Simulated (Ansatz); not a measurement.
The reference is MoSe2 in the 2H-MoS2 type structure (space group P6_3/mmc, No. 194; a = 3.2771 Å, c = 12.7318 Å; layered, stacked along the Cartesian z axis).

(Cell as relaxed with PBE-D3(BJ).)

Levels (all Ansatz, an electronic-structure program, PAW): PBE-D3(BJ) (420 eV, spin-orbit coupling left out); PBEsol-D3(BJ) (420 eV, spin-orbit coupling left out).

Each level relaxes its own structure.

```
base                 PBE-D3(BJ)  PBEsol-D3(BJ)
-------------------  ----------  -------------
volume per atom        19.74 Å³       18.57 Å³
lattice parameter a     3.277 Å        3.228 Å
band gap                0.74 eV        0.54 eV
```

One thing is altered: full substitution Se → Te; the structure is relaxed again.

```csv
quantity,PBE-D3(BJ),PBEsol-D3(BJ)
shift of the gap caused by the change,-0.14 eV,-0.21 eV
smallest direct gap,1.03 eV,0.79 eV
volume per atom,24.17 Å³,22.69 Å³
band gap,0.60 eV,0.33 eV
```

PBE-D3(BJ)'s shift of the gap caused by the change lies 0.07 eV above PBEsol-D3(BJ)'s; PBE-D3(BJ)'s smallest direct gap lies 0.247 eV above PBEsol-D3(BJ)'s; PBE-D3(BJ)'s volume per atom lies 1.48 Å³ above PBEsol-D3(BJ)'s (6.5 %); PBE-D3(BJ)'s band gap lies 0.27 eV above PBEsol-D3(BJ)'s. Neither level is exact; PBEsol-D3(BJ) is the comparison here, not a measurement.

Spin-orbit coupling, missing from the scalar runs, can matter with Te. Stability against distortions was not tested. The program warned that a D3 coordination switch lies within reach, so dispersion energies are less smooth here.
